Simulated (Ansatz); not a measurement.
System: cubic perovskite SrMnO₃ (metastable phase). Method: PBEsol (PAW; Ansatz, a quantum-chemistry and plane-wave program).

Numerical settings: plane-wave cutoff 500 eV, 10×10×10 k mesh, Fermi–Dirac smearing 0.05 eV, magnetic order G, spin-polarised with opposed moments, scalar-relativistic PAW data made under PBE.

Computed at the level's own relaxed cell.

### Question
What does this level give for the equilibrium volume per atom, equilibrium lattice constant a and band gap?

### Answer

- equilibrium volume per atom = 10.69 Å³/atom
- equilibrium lattice constant a = 3.767 Å
- band gap = 0.47 eV (on the SCF k mesh)

Note: the magnetic order was assumed, not searched for or taken from measurement; the relaxation could not lower the start's symmetry, so the cell can be a saddle point above a distorted one.

Spin–orbit coupling is not included.

Computing time: around 3 core-minutes (rough).
